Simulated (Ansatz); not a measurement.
Band structure of Ca (Fm-3m, 1 atom in the cell).

```xyz
1
Lattice="0.0000 2.7900 2.7900 2.7900 0.0000 2.7900 2.7900 2.7900 0.0000" Properties=species:S:1:pos:R:3 pbc="T T T"
Ca     0.0000     0.0000     0.0000
```

Level of theory: PBE (plane waves, PAW; Ansatz, a program for electronic structure).

Settings: kpoints.mp_grid.grid = 8 8 8; hamiltonian.xc = pbe; hamiltonian.pseudopotentials = {kind: paw} (the program's default PAW files); scf.occupations.method = gaussian; scf.occupations.width = 0.0147 Ry; kpoints.band_path.npoints = 8.

The starting cell has typed, rounded lattice constants, without a prior relaxation at this level.

Levels in eV from the Fermi level, bands 2 to 8:
```tsv
point	2	3	4	5	6	7	8
Γ	-22.99	-22.99	-22.99	-3.95	2.32	2.32	2.32
X	-23.10	-23.03	-23.03	-0.40	0.62	0.94	4.01
W	-23.07	-23.07	-23.03	0.24	0.71	0.71	2.52
K	-23.08	-23.06	-23.02	0.07	0.44	0.82	3.21
L	-23.11	-23.00	-23.00	-0.95	-0.16	2.21	2.21
U	-23.08	-23.06	-23.02	0.07	0.44	0.82	3.21
```

Bands cross the Fermi level along this path, so the cell is metallic at this level.

Keys are those of Ansatz 0.2.
